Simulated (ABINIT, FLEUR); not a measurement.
An ABINIT input for a self-consistent single point of CdPd3 (I4/mmm, 4 atoms in the cell) (DFT, PBEsol, plane waves, PAW (JTH v2.0 PBE PAW, files made for PBE)):

```
# CdPd3, JTH v2.0 PBE PAW
pp_dirpath "./"
pseudos "Cd.GGA_PBE-JTH.xml, Pd.GGA_PBE-JTH.xml"
acell 3*1.0
rprim
        -3.6947736216    3.6947736216    7.3350777774
         3.6947736216   -3.6947736216    7.3350777774
         3.6947736216    3.6947736216   -7.3350777774
natom 4
ntypat 2
znucl 48 46
typat 1 2 2 2
xred
         0.0000000000    0.0000000000    0.0000000000
         0.7500000000    0.2500000000    0.5000000000
         0.2500000000    0.7500000000    0.5000000000
         0.5000000000    0.5000000000    0.0000000000
ecut 48 Ry
pawecutdg 96 Ry
pawxcdev 0
ixc -116133
occopt 3
tsmear 0.1 eV
nband 42
kptopt 1
ngkpt 8 8 8
nshiftk 1
shiftk 0 0 0
nstep 60
tolvrs 1.0e-11
prtwf 0
prtden 0
enunit 2
```

Give the FLEUR input for the same structure, mesh, smearing and functional.

One input that does it (others would too):

Input of the input generator:

```
CdPd3
&input film=f /
-0.4102618695 0.4102618695 0.8144755349
0.4102618695 -0.4102618695 0.8144755349
0.4102618695 0.4102618695 -0.8144755349
9.0058908627
1.0 1.0 1.0

4
48 0.0000000000 0.0000000000 0.0000000000
46 0.7500000000 0.2500000000 0.5000000000
46 0.2500000000 0.7500000000 0.5000000000
46 0.5000000000 0.5000000000 0.0000000000

&comp jspins=1 /
&exco xctyp='PBEs' /
&kpt div1=8 div2=8 div3=8 gamma=t /
&end /
```

```xml
<?xml version="1.0" encoding="UTF-8" standalone="no"?>
<fleurInput fleurInputVersion="0.39">
   <comment>
      CdPd3                                                                                               
   </comment>
   <calculationSetup>
      <cutoffs Kmax="4.1" Gmax="16.4" GmaxXC="16.4" numbands="0"/>
      <scfLoop itmax="80" minDistance="0.00001" maxIterBroyd="25" imix="Anderson" alpha="0.05" precondParam="0.0" spinf="2.0"/>
      <coreElectrons ctail="T" frcor="F" kcrel="0" coretail_lmax="0"/>
      <xcFunctional name="PBEs" relativisticCorrections="F"/>
      <magnetism jspins="1"/>
      <soc l_soc="F" theta="0.0" phi="0.0" spav="F"/>
      <expertModes spex="0" secvar="F"/>
      <geometryOptimization l_f="T" forcealpha="1.0" forcemix="BFGS" epsdisp="0.00001" epsforce="0.00001"/>
      <ldaU l_linMix="F" mixParam="0.05" spinf="1.0"/>
   </calculationSetup>
   <cell>
      <bzIntegration valenceElectrons="66.0" mode="hist" fermiSmearingEnergy="0.00367493">
         <kPointListSelection listName="default-1"/>
         <!-- k-points included here -->
         <xi:include xmlns:xi="http://www.w3.org/2001/XInclude" href="kpts.xml"> </xi:include>
      </bzIntegration>
      <!-- symmetry operations included here -->
      <xi:include xmlns:xi="http://www.w3.org/2001/XInclude" href="sym.xml"> </xi:include>
      <bulkLattice scale="1.0">
         <bravaisMatrix>
            <row-1>   -3.6947736218442695     3.6947736218442695     7.3350777776486042</row-1>
            <row-2>    3.6947736218442695    -3.6947736218442695     7.3350777776486042</row-2>
            <row-3>    3.6947736218442695     3.6947736218442695    -7.3350777776486042</row-3>
         </bravaisMatrix>
      </bulkLattice>
   </cell>
   <atomSpecies>
      <species name="Cadmium (Cd)" element="Cd" atomicNumber="48">
         <mtSphere radius="2.38" gridPoints="839" logIncrement="0.015"/>
         <atomicCutoffs lmax="10" lnonsphr="8"/>
         <electronConfig flipSpins="F">
            <coreConfig>(1s1/2) (2s1/2) (2p1/2) (2p3/2) (3s1/2) (3p1/2) (3p3/2) (4s1/2) (3d3/2) (3d5/2)</coreConfig>
            <valenceConfig>(4p1/2) (4p3/2) (5s1/2) (4d3/2) (4d5/2)</valenceConfig>
         </electronConfig>
         <energyParameters s="5" p="5" d="4" f="4"/>
         <lo type="SCLO" l="1" n="4" eDeriv="0"/>
      </species>
      <species name="Palladium (Pd)" element="Pd" atomicNumber="46">
         <mtSphere radius="2.38" gridPoints="839" logIncrement="0.015"/>
         <atomicCutoffs lmax="10" lnonsphr="8"/>
         <electronConfig flipSpins="F">
            <coreConfig>(1s1/2) (2s1/2) (2p1/2) (2p3/2) (3s1/2) (3p1/2) (3p3/2) (4s1/2) (3d3/2) (3d5/2)</coreConfig>
            <valenceConfig>(4p1/2) (4p3/2) (5s1/2) (4d3/2) (4d5/2)</valenceConfig>
            <stateOccupation state="(5s1/2)" spinUp="0.5" spinDown="0.5"/>
            <stateOccupation state="(4d3/2)" spinUp="1.8" spinDown="1.8"/>
            <stateOccupation state="(4d5/2)" spinUp="2.7" spinDown="2.7"/>
         </electronConfig>
         <energyParameters s="5" p="5" d="4" f="4"/>
         <lo type="SCLO" l="1" n="4" eDeriv="0"/>
      </species>
   </atomSpecies>
   <atomGroups>
      <atomGroup species="Cadmium (Cd)">
         <relPos label="                   1">.0000000000 .0000000000 .0000000000</relPos>
         <force calculate="T" relaxXYZ="TTT"/>
      </atomGroup>
      <atomGroup species="Palladium (Pd)">
         <relPos label="                   2">-1.000/4.000 1.000/4.000 1.000/2.000</relPos>
         <relPos label="                   3">1.000/4.000 -1.000/4.000 1.000/2.000</relPos>
         <force calculate="T" relaxXYZ="TTT"/>
      </atomGroup>
      <atomGroup species="Palladium (Pd)">
         <relPos label="                   4">1.000/2.000 1.000/2.000 .0000000000</relPos>
         <force calculate="T" relaxXYZ="TTT"/>
      </atomGroup>
   </atomGroups>
   <output dos="F" band="F" slice="F">
      <checks vchk="F" cdinf="F"/>
      <bandDOS minEnergy="-.5*Htr" maxEnergy="0.5*Htr" sigma="0.015" storeEVData="T"/>
      <vacuumDOS vacdos="F" integ="F" star="F" nstars="0" locx1="0.0" locy1="0.0" locx2="0.0" locy2="0.0" nstm="0" tworkf="0.0"/>
      <unfoldingBand unfoldBand="F" supercellX="1" supercellY="1" supercellZ="1"/>
      <plotting iplot="0" polar="F">
         <plot TwoD="T" vec1="  1.0  0.0  0.0" vec2="  0.0  1.0  0.0" vec3="  0.0  0.0  1.0" zero="  0.0  0.0  0.0" file="plot"/>
      </plotting>
      <chargeDensitySlicing numkpt="0" minEigenval="0.0" maxEigenval="0.0" nnne="0" pallst="F"/>
      <specialOutput eonly="F"/>
      <magneticCircularDichroism mcd="F" energyLo="-10.0" energyUp="0.0"/>
   </output>
  <!-- We include the file relax.xml here to enable relaxations (see documentation) -->
  <xi:include xmlns:xi="http://www.w3.org/2001/XInclude" href="relax.xml"> <xi:fallback/> </xi:include>
</fleurInput>
```

Basis settings and potentials, where a program has them, do not carry over. This input uses DFT, PBEsol, all-electron FLAPW (FLEUR), scalar-relativistic valence.

The starting cell comes from a database of computed structures (which also holds hypothetical and non-ambient phases and stackings), without a prior relaxation at this level. Its lattice was rescaled by a random factor within 2.5 % of one.
